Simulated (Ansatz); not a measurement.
Bulk modulus of BGeCN (model structure, started from the AlSiCN type, P3m1, No. 156, 4 atoms in the cell) at several levels of theory

No measured value is used here.

| level (code) | value (GPa) | cell (Å³/atom) |
|---|---|---|
| LDA (Ansatz) | 247 | 8.82 |
| PBE (Ansatz) | 220 | 9.24 |
| PBEsol (Ansatz) | 234 | 9.02 |
| r²SCAN (Ansatz) | ___ | 9.07 |

Task: Fill in the missing entries.

Result: 
- r²SCAN (Ansatz, a quantum-chemistry and plane-wave program), value (GPa): 239

LDA, PBE, PBEsol, r²SCAN: the bulk modulus is −V dP/dV from two relaxed cells at ±2 % in volume. Each level is taken at its own relaxed cell. Cutoffs differ between the levels. Ansatz's density-functional and Hartree–Fock values are scalar-relativistic unless marked +SOC, with PAW data made under PBE.

A model structure was made by putting elements into a prototype or built by hand; it is no filed structure, need not be a known phase, and can be a saddle point held by its symmetry.
